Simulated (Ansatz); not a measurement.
# Pressure series in InP

Consider InP in the zinc blende structure (space group F-43m, No. 216).

```xyz
2
Lattice="0.0000 2.9534 2.9534 2.9534 0.0000 2.9534 2.9534 2.9534 0.0000" Properties=species:S:1:pos:R:3 pbc="T T T"
P      1.4767     1.4767     1.4767
In     0.0000     0.0000     0.0000
```

Cell and atoms are relaxed at each pressure.

Computed with plane-wave PAW DFT at the r2SCAN level (Ansatz, a quantum-chemistry and plane-wave program, 500 eV), no SOC.

```json
[
 {"case": "base", "electron mass": "0.074 mₑ (at Γ)", "lattice parameter a": "5.907 Å", "band gap": "1.03 eV"},
 {"case": "pressure −2 GPa", "electron mass": "0.062 mₑ (at Γ)", "lattice parameter a": "5.969 Å", "band gap": "0.84 eV"},
 {"case": "pressure −1 GPa", "electron mass": "0.068 mₑ (at Γ)", "lattice parameter a": "5.937 Å", "band gap": "0.94 eV"},
 {"case": "pressure 0.9 GPa", "electron mass": "0.077 mₑ (at Γ)", "lattice parameter a": "5.882 Å", "band gap": "1.10 eV"},
 {"case": "pressure 2.1 GPa", "electron mass": "___", "lattice parameter a": "___", "band gap": "___"},
 {"case": "pressure 4.5 GPa", "electron mass": "0.093 mₑ (at Γ)", "lattice parameter a": "5.794 Å", "band gap": "1.36 eV"},
 {"case": "pressure 9 GPa", "electron mass": "0.11 mₑ (at Γ)", "lattice parameter a": "5.705 Å", "band gap": "1.63 eV"},
 {"case": "pressure 15 GPa", "electron mass": "1.8 mₑ along k, 0.24 mₑ across (at X)", "lattice parameter a": "5.609 Å", "band gap": "1.76 eV"},
 {"case": "pressure 22.5 GPa", "electron mass": "1.8 mₑ along k, 0.24 mₑ across (at X)", "lattice parameter a": "5.513 Å", "band gap": "1.64 eV"},
 {"case": "pressure 30 GPa", "electron mass": "1.9 mₑ along k, 0.24 mₑ across (at X)", "lattice parameter a": "5.432 Å", "band gap": "1.54 eV"}
]
```

Problem. What belongs in the blanks?

Solution. 
- pressure 2.1 GPa, electron mass: 0.083 mₑ (at Γ)
- pressure 2.1 GPa, lattice parameter a: 5.851 Å
- pressure 2.1 GPa, band gap: 1.20 eV

Load acts through the strain it causes; cell and atoms are relaxed under it. Effective masses come from finite differences of ±0.01 Å⁻¹. Along k means along the line from Γ to the band edge. Whether these cells are dynamically stable was not tested. Measured, InP leaves this structure (for rock salt) near 9.8 GPa (temperature not stated; as listed in Datta, Sujoy, Jana, Debnarayan, arXiv (2020)).
